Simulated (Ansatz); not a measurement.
Consider Al₄C₃ (space group R-3m, No. 166; a = 3.3381 Å, c = 24.9799 Å (hexagonal axes)).

Levels (all Ansatz, a program for electronic structure, PAW): PBEsol (420 eV, scalar-relativistic without spin-orbit coupling); HSE06 (420 eV, scalar-relativistic without spin-orbit coupling).

The geometry is relaxed with PBEsol.

| Item | Value |
|---|---|
| PBEsol lowest conduction level above the VBM at special points | L 1.25 eV; F 1.36 eV; S₀ 2.20 eV; Γ 3.01 eV |

Predict the lowest conduction level above the VBM at special points from HSE06.

The lowest conduction level above the VBM at special points goes from L 1.25 eV; F 1.36 eV; S₀ 2.20 eV; Γ 3.01 eV to L 2.14 eV; F 2.25 eV; S₀ 3.16 eV; Γ 4.10 eV.

Single points use the geometry relaxed with PBEsol. HSE06 was sampled on its mesh, a few special points and the semilocal edge points, so its gap is an upper bound. The levels and masses belong to the bands next to the band gap. Whether these cells are dynamically stable was not tested.
